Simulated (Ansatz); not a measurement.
SiNi2 (P6₃/mmc, No. 194, 6 atoms in the cell; start mp-507; a measured phase of this formula has another space group) was calculated with r²SCAN (plane waves, PAW; Ansatz, a first-principles code).

Numerical settings: plane-wave cutoff 560 eV, 18×18×12 k mesh (along the axes of the cell as run), Fermi–Dirac smearing 0.05 eV, no spin polarisation, scalar-relativistic PAW data made under PBE.

Cell (relaxed at this level):

Space group P6₃/mmc (No. 194); a = b = 3.870 Å, c = 4.927 Å, α = β = 90.00°, γ = 120.00°

```
atom  site  symmetry       x       y       z
----  ----  --------  ------  ------  ------
Si      2d      -6m2  0.6667  0.3333  0.2500
Ni      2c      -6m2  0.3333  0.6667  0.2500
Ni      2a      -3m.  0.0000  0.0000  0.0000
```

Problem. Predict the bulk modulus B0.

Solution. 
bulk modulus B0: 225 GPa

Note: the run has no spin polarisation, so it can have missed a magnetic state; the bulk modulus is −V dP/dV from two relaxed cells at ±2 % in volume; the relaxation could not lower the start's symmetry, so the cell can be a saddle point above a distorted one.

The computed numbers hold no vibrational or temperature effects.

A start named mp-… is a Materials Project structure, which need not be a measured phase.
